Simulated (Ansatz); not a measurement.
# A computed series for KI: response to strain

The reference is KI in the rock salt structure (space group Fm-3m, No. 225).

```
CELL_PARAMETERS angstrom
      0.00000     3.50280     3.50280
      3.50280     0.00000     3.50280
      3.50280     3.50280     0.00000
ATOMIC_POSITIONS crystal
  K  0.00000 0.00000 0.00000
  I  0.50000 0.50000 0.50000
```

Strains are applied to the cell and any free atomic positions relax.

The values are results of PBEsol (Ansatz, a quantum-chemistry and plane-wave program; PAW; 420 eV plane waves; no spin-orbit coupling), not measurements.

Candidates:
(a) isotropic strain +2.50 %
(b) isotropic strain +1.50 %
(c) isotropic strain −1.00 %
(d) isotropic strain −3.00 %

Before the change:

- Band gap: 3.87 eV

### Question
Order them by band gap, lowest first.

### Answer
(a) isotropic strain +2.50 % (3.72 eV), (b) isotropic strain +1.50 % (3.78 eV), (c) isotropic strain −1.00 % (3.94 eV), (d) isotropic strain −3.00 % (4.09 eV)

With I present, leaving out spin-orbit coupling can change the band edges. No phonon test of stability was made.
